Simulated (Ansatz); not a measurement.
## Response to strain in CsSnI3

The reference is CsSnI3 in the cubic perovskite structure (space group Pm-3m, No. 221; a = 6.225 Å). Axes: x, y, z lie along the cube axes.

Strains are applied to the cell and any free atomic positions relax; under biaxial strain the out-of-plane vector relaxes too; under stress the whole cell relaxes.

The values are results of r2SCAN in Ansatz (plane waves to 500 eV, PAW, no SOC), earlier PAW set, not measurements.

Candidates:
(a) biaxial strain −0.17 %, plane normal [001], relaxed out of plane
(b) biaxial strain −1.65 %, plane normal [001], relaxed out of plane
(c) uniaxial stress, 2 GPa tension along z
(d) tensor shear ε_xy = −3.72 %

Before the change:

The band gap is 0.46 eV.

Order them by band gap, highest first.

(a) biaxial strain −0.17 %, plane normal [001], relaxed out of plane (0.44 eV), (d) tensor shear ε_xy = −3.72 % (0.39 eV), (c) uniaxial stress, 2 GPa tension along z (0.35 eV), (b) biaxial strain −1.65 %, plane normal [001], relaxed out of plane (0.21 eV)

Spin-orbit coupling, missing from the scalar runs, can matter with I. Stability under load was not tested beyond the relaxation. Many cubic perovskites are stable only at high temperature; tilts and polar distortions were not tested. The zero or small gap of CsSnI3 under biaxial strain −1.65 %, plane normal [001], relaxed out of plane can change with the level of theory.

Ansatz is a program for electronic structure.
